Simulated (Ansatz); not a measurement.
Start from Al₂O₃ (space group Amm2, No. 38; a = 2.823 Å, b = 5.326 Å, c = 8.305 Å; a hypothetical phase, not in the database extracts checked). Axes: x, y, z lie along a, b, c of the conventional cell.

All numbers come from PBEsol in Ansatz (plane waves to 420 eV, PAW, no spin-orbit coupling).

Perturbation: uniaxial strain ε_yy = +3.65 %, all other strain components held at zero, atoms relaxed at fixed cell.

**Question.** Predict the stress tensor and what it implies for the stiffness.

**Answer.** Stress of the strained cell less that of the base (GPa, compression positive):
```
  -1.57    0.00    0.00
   0.00  -10.36    0.00
   0.00    0.00   -3.83
```

Then −Δσ_ii/ε with ε = 0.0365 gives secant stiffness values (nonlinear terms included at this strain): C22 ≈ 284 GPa, C12 ≈ 43 GPa and C23 ≈ 105 GPa.

As a check, the harmonic strain energy −½ V₀ Δσ:ε is 15 meV/atom; the computed energy rise is 15 meV/atom.

Stability against distortions was not tested. The base started in Cc and relaxed to Amm2 at this level.

Ansatz is an electronic-structure program.
